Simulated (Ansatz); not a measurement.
# Sn: pressure series

Consider Sn (space group I4/mmm, No. 139; a model cell).

```xyz
4
Lattice="-3.9994 3.9994 2.3138 3.9994 -3.9994 2.3138 3.9994 3.9994 -2.3138" Properties=species:S:1:pos:R:3 pbc="T T T"
Sn     1.4272     1.4272     0.0000
Sn     2.5722    -2.5722     2.3138
Sn    -2.5722     2.5722     2.3138
Sn     2.5722     2.5722     2.3138
```

Cell and atoms are relaxed at each pressure.

Calculations: PBEsol (Ansatz, a program for electronic structure), no spin-orbit coupling.

```json
[
 {"variant": "base", "volume per atom": "37.01 Å³", "c/a ratio": "0.579"},
 {"variant": "pressure 0.3 GPa", "volume per atom": "36.72 Å³", "c/a ratio": "0.579"},
 {"variant": "pressure 0.7 GPa", "volume per atom": "36.36 Å³", "c/a ratio": "0.580"},
 {"variant": "pressure 1.5 GPa", "volume per atom": "35.69 Å³", "c/a ratio": "0.581"},
 {"variant": "pressure 3 GPa", "volume per atom": "34.58 Å³", "c/a ratio": "0.584"},
 {"variant": "pressure 5 GPa", "volume per atom": "___", "c/a ratio": "___"},
 {"variant": "pressure 7.5 GPa", "volume per atom": "32.07 Å³", "c/a ratio": "0.598"}
]
```

**Question.** Complete the table.

**Answer.** 
- pressure 5 GPa, volume per atom: 33.36 Å³
- pressure 5 GPa, c/a ratio: 0.589

Load acts through the strain it causes; cell and atoms are relaxed under it. Whether these cells are dynamically stable was not tested. No other phases were tried under pressure. This is not the structure that Sn has at room temperature and ambient pressure.
